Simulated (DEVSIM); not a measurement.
System: Cr/Al2O3/n-Si capacitor, at 300 K.

| layer (left to right) | material | thickness (nm) | Nd (cm⁻³) |
|---|---|---|---|
| 1 | Al2O3 | 19.0 | - |
| 2 | Si | 5200 | 1.2e16 |

Metal gate on the left, work function 4.5 eV. Fixed charge at the semiconductor interface 5.9e10 cm⁻² (in units of +e); interface traps 6.6e10 cm⁻² eV⁻¹, uniform in energy, neutral level at 0.3 of the gap above the valence band.

This is a model device: material constants are rounded textbook-type values typed into the input, and sizes, dopings and lifetimes were drawn at random. Values at 300 K.

| parameter | Al2O3 | Si |
|---|---|---|
| gap (eV) | 6.8 | 1.124 |
| affinity (eV) | 1.35 | 4.05 |
| permittivity | 9 | 11.7 |
| Nc (cm⁻³) | - | 2.86e19 |
| Nv (cm⁻³) | - | 3.1e19 |

Simulated with DEVSIM: 1D Poisson equation in equilibrium, Boltzmann statistics, complete ionisation; no quantum confinement or tunnelling. Metal contacts follow the ideal Schottky-Mott rule: no Fermi-level pinning, no interface dipoles.

The substrate doping was swept, all else fixed.

```
substrate doping (cm^-3)  threshold voltage (band bending 2φF) (V)  minimum of the low-frequency capacitance (μF/cm²)  flat-band voltage (V)
------------------------  ----------------------------------------  -------------------------------------------------  ---------------------
6e14                                                         -0.44                                             0.0207                   0.16
1.2e15                                                       -0.47                                             0.0241                   0.18
2.4e15                                                       -0.51                                             0.0286                   0.20
6e15                                                         -0.57                                             0.0382                   0.22
1.2e16                                                       -0.62                                             0.0466                   0.24
2.4e16                                                       -0.70                                             0.0587                   0.26
```

From the first row to the last the threshold voltage (band bending 2φF) goes from -0.44 to -0.70. From the first row to the last the minimum of the low-frequency capacitance goes from 0.0207 to 0.0587.
